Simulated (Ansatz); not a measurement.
## KTaO3, response to strain

Base system: KTaO$_{3}$ in the cubic perovskite structure (space group Pm-3m, No. 221).

```yaml
crystal:
  lattice:
    - [3.98928, 0.00000, 0.00000]
    - [0.00000, 3.98928, 0.00000]
    - [0.00000, 0.00000, 3.98928]
  atoms:
    - { symbol: K, position: [0.00000, 0.00000, 0.00000] }
    - { symbol: Ta, position: [0.50000, 0.50000, 0.50000] }
    - { symbol: O, position: [0.00000, 0.50000, 0.50000] }
    - { symbol: O, position: [0.50000, 0.50000, 0.00000] }
    - { symbol: O, position: [0.50000, 0.00000, 0.50000] }
```

Cartesian axes are those of the cell as printed.

Strains are applied to the cell and any free atomic positions relax; under biaxial strain the out-of-plane vector relaxes too.

Calculations: r2SCAN, PAW, 500 eV (Ansatz, a quantum-chemistry and plane-wave program; no SOC), earlier PAW set.

Candidates:
(a) tensor shear ε_xz = +0.80 %
(b) biaxial strain −0.97 %, plane normal [001], relaxed out of plane
(c) strain tensor (xx, yy, zz, yz, xz, xy) = (+0.81, −1.21, −0.21, −1.24, +0.22, +0.16) %

For the base:

```
Quantity              Result
-------------------  -------
Smallest direct gap  3.30 eV
```

Problem. Order them by smallest direct gap, lowest first.

Solution. (c) strain tensor (xx, yy, zz, yz, xz, xy) = (+0.81, −1.21, −0.21, −1.24, +0.22, +0.16) % (3.20 eV), (a) tensor shear ε_xz = +0.80 % (3.23 eV), (b) biaxial strain −0.97 %, plane normal [001], relaxed out of plane (3.32 eV)

With Ta present, leaving out spin-orbit coupling can change the band edges. Whether these cells are dynamically stable was not tested.
